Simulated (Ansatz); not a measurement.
The starting structures come from a database of crystals and need not be the phases stable at ambient conditions.

 Where the default PAW files enter, the runs use the earlier of Ansatz's two default sets.

Tunnelling through a barrier is set by its complex band structure: the current falls as exp(−2κd) with the smallest κ.

Consider the following.

```yaml
crystal:
  lattice:
    - [3.37395, 0.00000, 0.00000]
    - [0.00000, 5.08254, 0.00000]
    - [1.68697, 0.00000, 2.86463]
  atoms:
    - { symbol: Mg, position: [0.33333, 0.99784, 0.33333] }
    - { symbol: Mg, position: [0.66667, 0.49784, 0.66667] }
    - { symbol: O, position: [0.33333, 0.59756, 0.33333] }
    - { symbol: O, position: [0.66667, 0.09756, 0.66667] }
```

Space group of this cell: Cmc2_1. The cell is strained (lengths across the current scaled by 1.02, ions clamped); by r2SCAN its mean pressure is -4.8 GPa.

Transport runs along the normal of the first two printed cell vectors.

The gap is the functional's own. No spin-orbit coupling. Mid-gap values are interpolated on the energy grid.

Give the band gap and the smallest decay constant κ at mid-gap that r2SCAN (Ansatz, a program for electronic structure) yields.

Gap 3.94 eV on a 10×6×10 mesh; κ = 0.330 1/Å, at the zone centre.
